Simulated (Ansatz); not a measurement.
Checking a run of Ansatz (a program for electronic structure) on Ba3TaSi2Ga3O14 (P321, 23 atoms in the cell). The aim is a self-consistent single point with DFT, r2SCAN, plane waves, default PAW files made with PBE.

Cell that was meant: a = 8.4835 Å, b = 8.4835 Å, c = 5.1728 Å, α = 90.00°, β = 90.00°, γ = 120.00°.

Part of the input:

Ansatz 0.2 input:
```yaml
    - { symbol: O, position_ang: [-0.01442194, 1.59428186, 4.01046409] }
    - { symbol: O, position_ang: [-2.85384738, 6.56226984, 4.01046409] }
    - { symbol: O, position_ang: [2.86826932, 6.53729031, 4.01046409] }
basis:
  ecutwfc: 75.0
kpoints:
  mp_grid: { grid: [4, 4, 5] }
hamiltonian:
  xc: r2scan
  pseudopotentials: { kind: paw }
scf:
  occupations: { method: cold, width: 0.136 }
output:
  forces: true
  eigenvalues: true
```

The program printed (abridged):

```
   [... lines left out ...]
PAW frozen core: O, regenerated for the run's functional
Initial density: superposition of atomic densities (neutral atoms: chi_scale 0, normalization atom), corrected by the library's trained network
Initial wavefunctions: pseudopotential atomic-orbital guess
Eigensolver: davidson
Functional: x = r2scan, c = r2scan; τ floored in thin density (d = 2e-4 eV/Å³)
SCF iter   1: F=—  HF=-47233.890770 eV  |F-HF|=—  |Δ(HF+E_count)|=         —  Δρ=9.59e-1  dr2=1.96e3  dr2_τ=7.11e1  ethr=1.77e-3  ⟨swp⟩=8.5  Hψ=8350  notcnv=0
all-band conjugate gradients solve this SCF's bands
preconditioner: auto → LDOS
SCF iter   2: F=—  HF=-46208.660408 eV  |F-HF|=—  |Δ(HF+E_count)|=    1.03e3  S|Δr|=    0.00e0  Δρ=1.34e-1  dr2=7.44e1  dr2_τ=7.07e2  ethr=1.77e-3  ⟨swp⟩=11.1  Hψ=6960  notcnv=0  defer=205
   [... lines left out ...]
SCF iter   8: F=—  HF=-46190.277171 eV  |F-HF|=—  |Δ(HF+E_count)|=   1.46e-5  S|Δr|=    0.00e0  Δρ=3.10e-5  dr2=6.68e-6  dr2_τ=1.96e-7  ethr=6.07e-8  ⟨swp⟩=2.2  Hψ=1786  notcnv=0  defer=212
SCF iter   9: F=—  HF=-46190.277167 eV  |F-HF|=—  |Δ(HF+E_count)|=   4.23e-6  S|Δr|=    0.00e0  Δρ=5.88e-6  dr2=3.37e-7  dr2_τ=6.91e-9  ethr=3.84e-9  ⟨swp⟩=2.3  Hψ=2212  notcnv=0  defer=212
SCF iter  10: F=-46190.277167 eV  HF=-46190.277167 eV  |F-HF|=3.75e-9  |Δ(HF+E_count)|=   1.97e-8  S|Δr|=    0.00e0  Δρ=1.25e-6  dr2=7.15e-9  dr2_τ=4.23e-10  ethr=5.75e-11  ⟨swp⟩=17.4  Hψ=8607  notcnv=0
SCF 1 converged in 10 iterations: F = -46190.277167 eV  dr2 = 7.15e-9
Stability not checked (fill_not_monotonic)
Free energy (F): -46190.277167 eV
Internal energy: -46190.276874 eV  (E = F + TS)
E sigma→0 (E₀):  -46190.277070 eV
Entropy (-TS):   -0.000293 eV (-0.013 meV/atom)
Fermi energy:    10.033213 eV
--- Forces (eV/Å), atoms counted from 1 ---
  atom   1  Ba     1.79112187     0.00000000     0.00000000
  atom   2  Ba    -0.89556093     1.55115704     0.00000000
  atom   3  Ba    -0.89556093    -1.55115704     0.00000000
   [... lines left out ...]
  atom  23  O     -4.00909315     5.12214085    -6.96442872
--- Stress (GPa, compression-positive) ---
      -14.334444       0.000000       0.000000
        0.000000     -14.334444       0.000000
        0.000000       0.000000     -25.327714
  P = ⅓ Tr σ = -17.9989 GPa (-179.989 kbar)
  The stress holds the Pulay correction. Without it, at fixed plane waves, as pw.x and ABINIT print it: P = -1347.8507 GPa
```

**Question.** Is anything amiss in this input, and did it matter?

**Answer.** The run is not sound. The fault is a basis or grid far too coarse for these potentials. Far below the cutoff that the potentials were made for, the basis cannot represent the orbitals near the nuclei, and energies, forces and above all the stress go wrong. To fix it, restore the cutoff that the potentials need and check convergence. The run converged in 10 iterations without an error; against the sound input the free energy goes up by 99.4 eV/atom, the pressure goes from 2.62 to -18.00 GPa, the largest force goes from 0.321 to 18.94 eV/Å and no clean gap remains on the mesh (levels overlap or are partly filled), against 4.61 eV before. At a fixed set of plane waves, without the program's Pulay estimate, the pressure is -1347.85 GPa against 2.55 GPa.

The sound input it was made from differs as follows (other fixes are possible):
```diff
-basis:
-  ecutwfc: 75.0
-  occupations: { method: cold, width: 0.136 }
+  occupations: { method: cold, width: 0.01 Ry }
```

With that input, the run converged in 8 iterations: free energy E − TS (on the zero of these files) -48477.3585 eV; top of the valence band (on the code's own zero) 6.39 eV; gap on the k-point mesh 4.61 eV; pressure 2.62 GPa; largest force (vector length) 0.321 eV/Å (DFT, r2SCAN, plane waves, default PAW files made with PBE).

On the sound input: the starting cell comes from a database of published, mostly measured structures (it also holds non-ambient and calculated ones), without a prior relaxation at this level. Its lattice was rescaled by a random factor within 2.5 % of one. Spin-orbit coupling is off. Ansatz's pressure includes its estimate of the finite-basis (Pulay) stress.
